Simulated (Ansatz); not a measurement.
Base system: SiC in the wurtzite structure (space group P6_3mc, No. 186; a = 3.076 Å, c = 5.048 Å).

Modification: an isotropic linear strain of +1.12 %; the atoms relax in the strained cell.

Levels (all Ansatz, a quantum-chemistry and plane-wave program, PAW): PBEsol (420 eV, no spin-orbit coupling); r2SCAN (500 eV, no SOC).

The geometry is relaxed with PBEsol.

| Item | Value |
|---|---|
| PBEsol smallest direct gap | 3.79 eV |
| PBEsol band gap | 2.18 eV |
| PBEsol electron mass | 0.26 mₑ along c, 0.44 mₑ across (at K) |

**Question.** What does r2SCAN give at this geometry for the smallest direct gap, band gap and electron mass?

**Answer.** The smallest direct gap grows by 0.60 eV to 4.39 eV; the band gap grows by 0.52 eV (2.18 eV → 2.70 eV); the electron mass is still 0.26 mₑ along c, 0.44 mₑ across (at K).

Single points use the geometry relaxed with PBEsol. Masses are band curvatures over ±0.01 Å⁻¹ around the edge. Whether these cells are dynamically stable was not tested.
